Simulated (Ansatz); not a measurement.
The starting structures come from a database of crystals and need not be the phases stable at ambient conditions.

 Where the default PAW files enter, the runs use the earlier of Ansatz's two default sets.

Crystal: BaS (Fm-3m, rock salt, not sure to be the ambient phase, 2 atoms a cell, 33.6 Å³ an atom); planes in its conventional cell.

Computed with r2SCAN (plane waves, PAW; Ansatz, an electronic-structure program).

The gap is the functional's own. No spin-orbit coupling. Mid-gap values are interpolated on the energy grid.

```json
[
 {"plane": "(001)", "area of the cell (Å²)": "20.8", "mid-gap κ (1/Å)": "0.22", "largest κ in the gap (1/Å)": "0.23"},
 {"plane": "(110)", "area of the cell (Å²)": "29.4", "mid-gap κ (1/Å)": "[?]", "largest κ in the gap (1/Å)": "[?]"},
 {"plane": "(111)", "area of the cell (Å²)": "18.0", "mid-gap κ (1/Å)": "[?]", "largest κ in the gap (1/Å)": "[?]"}
]
```

### Question
The slowest decay depends on the direction. Supply the withheld values.

### Answer

- (110), mid-gap κ (1/Å): 0.26
- (110), largest κ in the gap (1/Å): 0.26
- (111), mid-gap κ (1/Å): 0.28
- (111), largest κ in the gap (1/Å): 0.29
